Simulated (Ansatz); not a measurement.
For ZnS (model structure, started from the NiAs type, P6₃/mmc, No. 194, 4 atoms in the cell), LDA in Ansatz (plane waves, PAW) gives:

lattice parameter a: 3.530 Å
c axis length: 5.751 Å
bulk modulus B0: 107 GPa
cohesive energy: 3.41 eV/atom
band gap: 0.13 eV

**Question.** What does r²SCAN in Ansatz (PAW) give for the same quantities?

**Answer.** 
- lattice constant a: 3.590 Å (increases by 1.7 %)
- lattice parameter c: 5.880 Å (grows by 2.2 %)
- bulk modulus: 97.7 GPa (falls by 8.7 %)
- cohesive energy: 2.86 eV/atom (drops by 0.55 eV/atom)
- band gap: 0.82 eV (rises by 0.69 eV)

Changes are worked out from the printed values.

Unless a cell is named, each level is at its own relaxed cell (LDA 15.52, r²SCAN 16.40 Å³/atom).

Density-functional gaps are differences of (generalised) Kohn–Sham levels.

Caveats: the bulk modulus is −V dP/dV from two relaxed cells at ±2 % in volume (LDA, r²SCAN). Ansatz's density-functional and Hartree–Fock values are scalar-relativistic unless marked +SOC, with PAW data made under PBE.

A model structure was made by putting elements into a prototype or built by hand; it is no filed structure, need not be a known phase, and can be a saddle point held by its symmetry.

Ansatz is an electronic-structure program.
